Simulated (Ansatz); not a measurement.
Input:

```xyz
4
Lattice="3.0332 0.0000 0.0000 -1.5166 2.6750 0.0000 0.0000 0.0000 4.9433" Properties=species:S:1:pos:R:3 pbc="T T T"
Al     0.0000     1.7865     0.0041
Al     1.5166     0.8884     2.4758
N      0.0000     1.7926     1.8842
N      1.5166     0.8823     4.3558
```

No spin polarisation.

Method: LDA (Ansatz, an electronic-structure program; PAW; 420 eV plane waves; spin-orbit coupling left out). Settings: 12×12×7 k-points, 0.05 eV Fermi–Dirac smearing.

Task: Predict the band gap, valence-band top at Γ and stress.

Result: Band gap: 4.62 eV
Valence-band top at Γ (three highest levels, from the VBM): 0.00, -0.08, -0.21 eV
Stress (xx, yy, zz, yz, xz, xy; compression positive): (7.43, 2.67, 2.07, 0.00, 0.00, 0.00) GPa

The cells carry an imposed strain or load. Whether these cells are dynamically stable was not tested. The cell was made from AlN in the wurtzite structure (space group P6_3mc, No. 186) by this change: uniaxial strain ε_xx = −1.80 %.
